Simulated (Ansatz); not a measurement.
Take Ca3PbO in the anti-perovskite structure (space group Pm-3m, No. 221) as the base.

```
Ca3PbO
1.0
    4.79956     0.00000     0.00000
    0.00000     4.79956     0.00000
    0.00000     0.00000     4.79956
Ca Pb O
3 1 1
Direct
  0.50000   0.00000   0.50000
  0.00000   0.50000   0.50000
  0.50000   0.50000   0.00000
  0.00000   0.00000   0.00000
  0.50000   0.50000   0.50000
```

Cartesian axes are those of the cell as printed.

Calculations: Ansatz (a program for electronic structure) PBEsol, scalar-relativistic without spin-orbit coupling.

Base values:

The pressure is 0.0 GPa. The shortest interatomic distance is 240.0 pm.

Perturbation: tensile biaxial strain of 4.78 % in the plane normal to [001], as in epitaxy on a mismatched substrate; the out-of-plane cell vector and the atoms relax.

Question: Predict the new energy relative to the base.

Answer: The energy increases by 34 meV/atom.

Question: What happens to the pressure?

Answer: The pressure (mean of the normal stresses, compression positive) goes from zero to -3.1 GPa.

Question: What does the calculation give for the shortest interatomic distance after the change?

Answer: The shortest interatomic distance drops by 5.6 pm (240.0 pm → 234.4 pm).

Stability against distortions was not tested. The final runs are not spin-polarised.
